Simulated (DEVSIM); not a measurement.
Structure: abrupt InP n-p junction, at 300 K.

Layer 1 from the left is InP, thickness (μm) 0.680, Nd (cm⁻³) 2.8e16, τn (s) 6.7e-10, τp (s) 6.7e-10. Layer 2 from the left is InP, thickness (μm) 87.0, Na (cm⁻³) 1.8e16, τn (s) 6.7e-10, τp (s) 6.7e-10.

Left contact: ohmic. Right contact: ohmic. Voltage is applied to the left contact. Recombination: SRH at mid-gap, radiative. Mobility is μmin + (μ − μmin)/(1 + (N/Nref)^α).

Constants are typed, rounded textbook-type inputs, not results; the design itself was drawn at random and stands for no fabricated device. Values at 300 K.

InP: gap (eV) 1.344, affinity (eV) 4.38, permittivity 12.5, Nc (cm⁻³) 5.7e17, Nv (cm⁻³) 1.1e19, μn (cm²/Vs) 5200, μp (cm²/Vs) 170, μn,min 400, μp,min 10, Nref,n 3e17, Nref,p 4.9e17, αn 0.47, αp 0.62, B (cm³/s) 1.2e-10.

Q: Estimate by hand the built-in potential, the peak field at zero bias, the capacitance at 3 V, and compare with a numerical solution.

A: 
- Built-in potential: ni = √(Nc Nv) exp(−Eg/2kT) = 1.29e7 cm⁻³ with Eg = 1.344 eV; Vbi = kT/q ln(Na Nd/ni²) = 1.100 V; numerical 1.100 V.
- Peak field at zero bias: depletion approximation: W = √(2εVbi/(qN)) = 0.372 μm with N = 1.10e16 cm⁻³; field = 2Vbi/W = 59100 V/cm; numerical 57700 V/cm (estimate above by 2.4 %).
- Capacitance at 3 V: C = √(qεN / 2(Vbi + |V|)) = 15.4 nF/cm²; numerical 15.5 nF/cm² (estimate below by 0.64 %).

Model (solved in DEVSIM): 1D drift-diffusion, Boltzmann statistics, complete ionisation; no tunnelling, impact ionisation, image-force lowering or self-heating.
